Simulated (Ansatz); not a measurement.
Si under load (space group Fd-3m), r2SCAN with spin-orbit coupling, rigid bands (Ansatz, an electronic-structure program). Condition of this run: hydrostatic pressure of -5.4 GPa (compression positive) (the target of the relaxation). Band gap 0.85 eV, N_c = 3.03e19 cm⁻³ and N_v = 2.08e19 cm⁻³ at 300 K, conductivity masses of 0.287 mₑ (electrons) and 0.353 mₑ (holes). Take k_BT = 0.02585 eV.

Problem. What thermal injection velocity √(2k_BT/πm) limits a ballistic channel?

Solution. 1.00e7 cm/s for electrons and 9.06e6 cm/s for holes, a ratio of √(m_h/m_e) = 1.11, for dilute carriers.

Problem. What built-in voltage has an abrupt junction with N_A = 1e17 and N_D = 1e18 cm⁻³, all dopants ionised?

Solution. V_bi = E_g/e − (k_BT/e) ln(N_c N_v/(N_A N_D)) = 0.85 − 0.02585 × 8.75 = 0.62 V, for the computed gap.

Problem. A film of it is 5 nm thick. Estimate the confinement energies in an infinite well.

Solution. ħ²π²/(2m t²) = 0.376 eV·nm²/(m/mₑ × t²) gives 52.4 meV for electrons and 42.6 meV for holes, so the gap would widen to about 0.95 eV. Finite barriers and nonparabolic bands lower this, and with several valleys or bands the heaviest mass along the normal sets the lowest level, not this average.

Rigid bands with the computed gap; masses take one relaxation time for all states. Geometry: cell and atoms relaxed with PBEsol.
